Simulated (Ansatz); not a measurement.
Consider Ta in the bcc (W type) structure (space group Im-3m, No. 229; a = 3.282 Å; relaxed with 0.1 eV smearing).

All numbers come from PBEsol (Ansatz, a quantum-chemistry and plane-wave program, PAW, without spin-orbit coupling).

Base values:

Pressure: 0.0 GPa

Perturbation: the cell is scaled by 0.9491 in all directions; the atoms relax in the strained cell.

Problem. What happens to the energy relative to the base?

Solution. The energy rises by 0.307 eV/atom.

Problem. What does the calculation give for the pressure after the change?

Solution. The pressure goes from zero to 43.4 GPa.

No phonon test of stability was made. The final runs are not spin-polarised.
